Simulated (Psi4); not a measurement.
Psi4 1.11, B3LYP/def2-svp: Hf(F)(OSiH3)3 ([F][Hf]([O][SiH3])([O][SiH3])[O][SiH3]), 17 atoms. The geometry is a generated start, not checked to be a minimum at this level.

| Item | Result |
|---|---|
| task | energy |
| method | b3lyp |
| basis | def2-svp |
| memory | 3 GB |
| maxiter | 100 |
| keys of the molecule block | symmetry c1 |
| scf_type | df (default) |
| guess | auto, which took SAD (default) |
| scf_initial_accelerator | adiis (default) |
| e_convergence | 1e-06 (default) |
| d_convergence | 1e-06 (default) |
| dft_radial_points | 75 (default) |
| dft_spherical_points | 302 (default) |
| effective core potentials | those of the basis set, past Kr |
| basis functions | 187 |
| grid points | 362466 |

```xyz
17

Hf     0.2897     0.0394     0.5435
F     -0.2624     1.5166     1.5600
O     -1.1408    -0.5307    -0.5337
Si    -2.4595     0.3807    -0.3961
H     -2.9059     0.3910     1.0201
H     -3.4726    -0.2506    -1.2401
H     -2.1697     1.7556    -0.8758
O      0.7299    -1.2066     1.8989
Si     1.0155    -2.6778     1.3229
H     -0.1654    -3.5351     1.5193
H      2.1875    -3.2258     2.0077
H      1.2980    -2.5259    -0.1605
O      1.7057     0.6501    -0.5370
Si     1.3959     2.0056    -1.3502
H      0.6309     1.6867    -2.5755
H      2.7034     2.5668    -1.6924
H      0.6198     2.9600    -0.5112
```

Charge 0 and multiplicity 1 are set for this test and not shown to be the ground state.

One run each on 2 threads. Values of diis_max_vecs tried: 3, 6, 10 (default), 20.

Q: How does the count of SCF iterations change with diis_max_vecs, and where is it least?

A: Fewest SCF iterations, within one of each other: 6 with 10, 10 (default) with 9, 20 with 9. The count rises to 16 at 3. All converge to one solution.

```tsv
diis_max_vecs	SCF iterations	end
3	16	same solution
6	10	same solution
10 (default)	9	same solution
20	9	same solution
```
